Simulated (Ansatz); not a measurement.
## SnO2 in the rutile structure (space group P4_2/mnm, No. 136)

SnO2 is taken in the tetragonal space group P4₂/mnm (No. 136), the rutile structure, Pearson symbol tP6. Conventional cell: a = b = 4.760 Å, c = 3.201 Å, α = β = γ = 90.00°. Sn on 2a is surrounded by 6 O at 2.059–2.066 Å (octahedral). O on 4f is coordinated by 3 Sn at 2.059–2.066 Å (trigonal planar). (Neighbours: up to the widest gap in distance over summed covalent radii, below 1.35, at either atom; cation-cation and far metal-metal contacts left out.)

Calculations: r2SCAN, PAW, 500 eV (Ansatz, a quantum-chemistry and plane-wave program; no spin-orbit coupling). Settings: 7×7×10 k-points, 0.05 eV Fermi–Dirac smearing.

```json
{
  "volume_per_atom": "12.09 Å³",
  "density": "6.90 g/cm³",
  "band_gap": "1.77 eV, direct at Γ",
  "electron_mass": "0.19 mₑ along c, 0.22 mₑ across",
  "hole_mass": "1.7 mₑ along c, 1.3 mₑ across",
  "Lowest conduction-band minima above the VBM": "Γ 1.77 eV",
  "total_energy": "-2392.071 eV/atom (σ→0; compares only within this code and set-up)"
}
```

Effective masses come from finite differences of ±0.01 Å⁻¹. Stability against distortions was not tested.
